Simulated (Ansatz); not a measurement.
**TaN (Fm-3m, No. 225, 2 atoms in the cell; start mp-251; a measured phase of this formula has another space group)**

Computed with r²SCAN in Ansatz (plane waves, PAW).

Numerical settings: plane-wave cutoff 560 eV, 22×22×22 k mesh, Fermi–Dirac smearing 0.05 eV, scalar-relativistic PAW data made under PBE.

Cell (relaxed at this level):

Space group Fm-3m (No. 225); a = 4.3963 Å, b = 4.3963 Å, c = 4.3963 Å, α = 90.00°, β = 90.00°, γ = 90.00°

| atom | site | symmetry | x | y | z |
|---|---|---|---|---|---|
| Ta | 4b | m-3m | 0.5000 | 0.5000 | 0.5000 |
| N | 4a | m-3m | 0.0000 | 0.0000 | 0.0000 |
(The calculation used a cell of 2 atoms; values per cell refer to that cell.)

```yaml
band_gap: none
bulk modulus B0: 352 GPa
```

Note: the relaxation could not lower the start's symmetry, so the cell can be a saddle point above a distorted one; the bulk modulus is −V dP/dV from two relaxed cells at ±2 % in volume.

Spin–orbit coupling is not included; it can open a gap where bands touch, and shift volumes and moduli.

Static lattice: no zero-point or thermal effects.

Computing time: roughly 40 core-seconds.

A start named mp-… is a Materials Project structure, which need not be a measured phase.

Ansatz is a program for electronic structure.
